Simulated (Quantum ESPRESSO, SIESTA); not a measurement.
A Quantum ESPRESSO input for a self-consistent single point of KTlSe2 (I4/mcm, 8 atoms in the cell) (DFT, LDA (PZ), plane waves, GBRV 1.5 ultrasoft (LDA) pseudopotentials):

```fortran
&control
   calculation = 'scf'
   prefix = 'scf'
   outdir = './out'
   pseudo_dir = './'
   tprnfor = .true.
   tstress = .true.
/
&system
   ibrav = 0
   celldm(1) = 12.790793408
   nat = 8
   ntyp = 3
   ecutwfc = 40
   ecutrho = 200
   occupations = 'fixed'
   nbnd = 42
/
&electrons
   conv_thr = 1.0d-10
   mixing_beta = 0.7
/
ATOMIC_SPECIES
K     39.0983  k_lda_v1.4.uspp.F.UPF
Tl   204.3800  tl_lda_v1.2.uspp.F.UPF
Se    78.9710  se_lda_v1.uspp.F.UPF
CELL_PARAMETERS alat
  -0.600998312     0.600998312     0.526879548
   0.600998312    -0.600998312     0.526879548
   0.600998312     0.600998312    -0.526879548
ATOMIC_POSITIONS angstrom
K     0.000000000    0.000000000    1.783117500
K     0.000000000    0.000000000    5.349352500
Tl    0.000000000    4.067915000    1.783117500
Tl    4.067915000    0.000000000    1.783117500
Se    1.435160412    5.503075412    0.000000000
Se    2.632754588   -1.435160412    3.566235000
Se    2.632754588    1.435160412    0.000000000
Se    1.435160412    2.632754588    3.566235000
K_POINTS automatic
3 3 3  0 0 0
```

Question: Write the same calculation as an input for SIESTA.

Answer: This is the input that was run; spellings and numerical settings could be chosen otherwise.

```
# files in the folder: K.psml Tl.psml Se.psml (PseudoDojo LDA standard)
SystemName  KTlSe2
SystemLabel ktlse2

NumberOfAtoms                8
NumberOfSpecies              3
%block ChemicalSpeciesLabel
  1 19 K
  2 81 Tl
  3 34 Se
%endblock ChemicalSpeciesLabel
LatticeConstant              6.768596 Ang
%block LatticeVectors
    -0.600998346    0.600998346    0.526879577
     0.600998346   -0.600998346    0.526879577
     0.600998346    0.600998346   -0.526879577
%endblock LatticeVectors
AtomicCoordinatesFormat      Ang
%block AtomicCoordinatesAndAtomicSpecies
     0.000000000    0.000000000    1.783117500  1
    -0.000000000    0.000000000    5.349352500  1
    -0.000000000    4.067915000    1.783117500  2
     4.067915000    0.000000000    1.783117500  2
     1.435160412    5.503075412    0.000000000  3
     2.632754588   -1.435160412    3.566235000  3
     2.632754588    1.435160412    0.000000000  3
     1.435160412    2.632754588    3.566235000  3
%endblock AtomicCoordinatesAndAtomicSpecies

XC.functional                LDA
XC.authors                   PW92
PAO.BasisSize                DZP
PAO.EnergyShift              0.01 Ry
MeshCutoff                   350 Ry
%block kgrid.MonkhorstPack
    3   0   0  0.0
    0   3   0  0.0
    0   0   3  0.0
%endblock kgrid.MonkhorstPack
OccupationFunction           FD
ElectronicTemperature        10 K

MaxSCFIterations             150
SCF.Mixer.Method             Pulay
SCF.Mixer.Weight             0.1
SCF.Mixer.History            8
SCF.DM.Tolerance             1.0E-05
Diag.ParallelOverK           true
WriteForces                  true
Charge.Mulliken              end
```

Basis, cutoffs, solver keys and any potentials are the target program's own. This input uses DFT, LDA PW92, numerical atomic orbitals DZP, PseudoDojo LDA standard norm-conserving potentials (rewritten from UPF to PSML). LDA parametrisations can differ slightly between programs.

The starting cell comes from a database of computed structures (which also holds hypothetical and non-ambient phases and stackings), without a prior relaxation at this level.
